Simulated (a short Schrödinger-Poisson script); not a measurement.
## Gated In0.52Al0.48As/In0.53Ga0.47As δ-doped gas in a quantum well

Structure: gated In0.52Al0.48As/In0.53Ga0.47As δ-doped gas in a quantum well, at 77 K.

| layer | material | thickness (nm) | Na (cm⁻³) |
|---|---|---|---|
| 1 | In0.52Al0.48As | 20 | - |
| 2 | In0.52Al0.48As | 5 | - |
| 3 | In0.53Ga0.47As | 8 | - |
| 4 | In0.52Al0.48As | 4000 | 7e14 |

The device is made up for the run: typed textbook-type constants, with dimensions and the other settings drawn at random. In0.52Al0.48As: permittivity 12.5, conduction-band edge (eV) 0.52, gap (eV) 1.45, electron mass (mₑ) 0.075, Nv at 300 K (cm⁻³) 1.1e19. In0.53Ga0.47As: permittivity 13.9, conduction-band edge (eV) 0, gap (eV) 0.74, Nv at 300 K (cm⁻³) 7.7e18.

Channel valleys (confinement mass, in-plane density-of-states mass, number): Γ 0.041, 0.041, 1. At the gate the conduction-band edge of layer 1 lies 0.45 eV − eVg above the Fermi level of the channel; the field vanishes at the back. Sheet of ionised δ-doping: +3.1e12 e/cm² at 20 nm from the gate. The barrier under the gate holds no holes. Gaps are held at their typed values at every temperature. Mesh 0.08 nm at interfaces.

From a short Schrödinger-Poisson script (our own, NumPy): 1D Poisson equation in equilibrium, electrons quantum, Hartree (BenDaniel-Duke, 40 states a valley, the channel's in-plane mass for all, wave functions free to enter the barrier), parabolic valleys, classical holes, full ionisation, no traps, pinning or gate leakage.

| Vg (V) | electrons (cm⁻²) | in the channel layer | C (μF/cm²) | Γ E0 (meV) | Γ E1 (meV) |
|---|---|---|---|---|---|
| 0.4 | 2.80e12 | 2.65e12 | 0.393 | -163.2 | 20.0 |
| 0.3 | 2.57e12 | 2.44e12 | 0.361 | -150.2 | 46.5 |
| 0.2 | 2.35e12 | 2.23e12 | 0.360 | -137.1 | 61.2 |
| 0.1 | 2.12e12 | 2.02e12 | 0.359 | -124.0 | 75.3 |
| 0 | 1.90e12 | 1.81e12 | 0.359 | -111.0 | 89.1 |
| -0.1 | 1.68e12 | 1.60e12 | 0.358 | -98.0 | 102.9 |
| -0.2 | 1.46e12 | 1.39e12 | 0.357 | -85.0 | 116.6 |
| -0.3 | 1.23e12 | 1.18e12 | 0.356 | -72.0 | 130.3 |
| -0.4 | 1.01e12 | 9.70e11 | 0.355 | -59.1 | 144.0 |
| -0.5 | 7.90e11 | 7.59e11 | 0.354 | -46.1 | 157.7 |
| -0.6 | 5.70e11 | 5.48e11 | 0.353 | -33.2 | 171.5 |
| -0.7 | 3.51e11 | 3.37e11 | 0.351 | -20.2 | 185.4 |
| -0.8 | 1.36e11 | 1.31e11 | 0.334 | -5.5 | 201.0 |
| -0.9 | 2.89e8 | 2.78e8 | 0.0152 | 39.6 | 246.9 |

Gate voltages with under 1e6 electrons/cm² are left out.

Subbands count from the Fermi level.
